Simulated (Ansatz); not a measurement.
We consider C11b MoSi₂, described by PBE-D3(BJ) (plane waves, PAW; Ansatz, a program for electronic structure).

Numerical settings: plane-wave cutoff 500 eV, 18×18×18 k mesh, Fermi–Dirac smearing 0.05 eV, no spin polarisation, scalar-relativistic PAW data made under PBE.

Computed at the level's own relaxed cell.

Task: What does this level give for the volume per atom, lattice parameter a and c axis length?

Result: 
* **volume per atom**: 13.13 Å³/atom
* **lattice parameter a**: 3.179 Å
* **c axis length**: 7.796 Å

Measured, for comparison: lattice constant a 3.205 Å, lattice parameter c 7.845 Å (temperature not stated, no zero-point or thermal correction; as tabulated in Pavlosiuk et al. (2022), arXiv:2202.05362). Computed (rounded) less measured: lattice constant a -0.8 %, lattice parameter c -0.6 %. A static lattice is as a rule a little smaller and stiffer than an uncorrected measurement, which narrows the difference in the lattice constant a, lattice parameter c and would widen misses of the other sign.

The result took roughly 2.1 core-minutes.
